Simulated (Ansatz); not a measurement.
Si with two functionals, pressure 9 GPa

The reference is Si in the diamond structure (space group Fd-3m, No. 227; a = 5.4699 Å).

(Cell as relaxed with PBE.)

Levels (all Ansatz, an electronic-structure program, PAW, earlier PAW set): PBE (420 eV, no spin-orbit coupling); r2SCAN (500 eV, no spin-orbit coupling).

Each level relaxes its own structure.

| base | PBE | r2SCAN |
|---|---|---|
| volume per atom | 20.46 Å³ | 20.17 Å³ |
| lattice parameter a | 5.470 Å | 5.444 Å |
| band gap | 0.61 eV | 0.78 eV |

It is then changed as follows: a hydrostatic pressure of 9 GPa.

```csv
quantity,PBE,r2SCAN
"hole mass (degenerate bands, along [100])","0.19, 0.25, 0.25 mₑ (at Γ)","0.20, 0.24, 0.24 mₑ (at Γ)"
shortest interatomic distance,2.303 Å,2.296 Å
smallest direct gap,2.58 eV,2.77 eV
```

PBE's shortest interatomic distance lies 0.0064 Å above r2SCAN's (0.3 %); PBE's smallest direct gap lies 0.184 eV below r2SCAN's. Neither level is exact; r2SCAN is the comparison here, not a measurement.

Load acts through the strain it causes; cell and atoms are relaxed under it. Effective masses come from finite differences of ±0.01 Å⁻¹. No phonon test of stability was made. Tetrahedral semiconductors of this kind turn to denser phases somewhere between about 1 and 50 GPa; those were not computed, so compressed cells here can lie past the real transition.
